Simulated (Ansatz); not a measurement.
## GaP: response to strain

Base system: GaP in the zinc blende structure (space group F-43m, No. 216; a = 5.451 Å). Axes: x, y, z lie along the cube axes.

Strains are applied to the cell and any free atomic positions relax; under biaxial strain the out-of-plane vector relaxes too.

Level of theory: Ansatz (a program for electronic structure) r2SCAN, scalar-relativistic without spin-orbit coupling.

```tsv
biaxial strain, plane normal [111], relaxed out of plane (%)	out-of-plane strain (%)
0	0.00
0.42	-0.17
0.83	-0.34
1.25	?
1.67	-0.68
2.08	-0.84
2.5	-1.00
```

Fit ε⊥ = −νε + γε² (strains in %) to the rows shown and predict the withheld row.

Least squares on the printed values gives ν = 0.42 (the biaxial Poisson response) and γ = 0.006 (largest residual 0.00 %); this predicts -0.51 %, and the run gives -0.51 %, in agreement.

Stability against distortions was not tested.
